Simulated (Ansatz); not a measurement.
# VSe2 in the CdI2 type structure (space group P-3m1, No. 164; ferromagnetic; layered, stacked along the Cartesian z axis)

```yaml
crystal:
  lattice:
    - [3.40795, 0.00000, 0.00000]
    - [-1.70397, 2.95137, 0.00000]
    - [0.00000, 0.00000, 6.12077]
  atoms:
    - { symbol: V, position: [0.00000, 0.00000, 0.00000] }
    - { symbol: Se, position: [0.66667, 0.33333, 0.74981] }
    - { symbol: Se, position: [0.33333, 0.66667, 0.25019] }
```

Calculations: Ansatz (a first-principles code) r2SCAN+rVV10, no spin-orbit coupling. Settings: 16×16×8 k-points, 0.05 eV Fermi–Dirac smearing.

| Item | Result |
|---|---|
| Volume per atom | 20.52 Å³ |
| Density | 5.63 g/cm³ |
| Band gap | zero |
| Magnetic state | ferromagnetic |
| Total energy | -4624.166 eV/atom (σ→0; compares only within this code and set-up) |

Other magnetic orders, which the real material may have, were not ruled out. Stability against distortions was not tested.
